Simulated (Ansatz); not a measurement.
# Ti (model structure, started from the bcc type, Im-3m, No. 229, 1 atoms in the cell; like a known high-temperature phase)

Computed with PBEsol in Ansatz (plane waves, PAW).

Settings: plane-wave cutoff 520 eV, 24×24×24 k mesh, Fermi–Dirac smearing 0.05 eV, no spin polarisation, scalar-relativistic PAW data made under PBE.

Cell (relaxed at this level):

```xyz
1
Lattice="-1.6051 1.6051 1.6051 1.6051 -1.6051 1.6051 1.6051 1.6051 -1.6051" Properties=species:S:1:pos:R:3 pbc="T T T"
Ti     0.0000     0.0000     0.0000
```

```
Property                 Value
---------------  -------------
band gap         zero (no gap)
bulk modulus B0        113 GPa
```

Note: the bulk modulus is −V dP/dV from two relaxed cells at ±2 % in volume; held by symmetry at 0 K, a high-temperature phase can be a saddle point.

Computed values are for the static lattice.

It cost around 30 core-seconds (rough) of CPU time.

A model structure was made by putting elements into a prototype or built by hand; here it ended with the formula and space group of a phase in our tables.

Ansatz is a quantum-chemistry and plane-wave program.
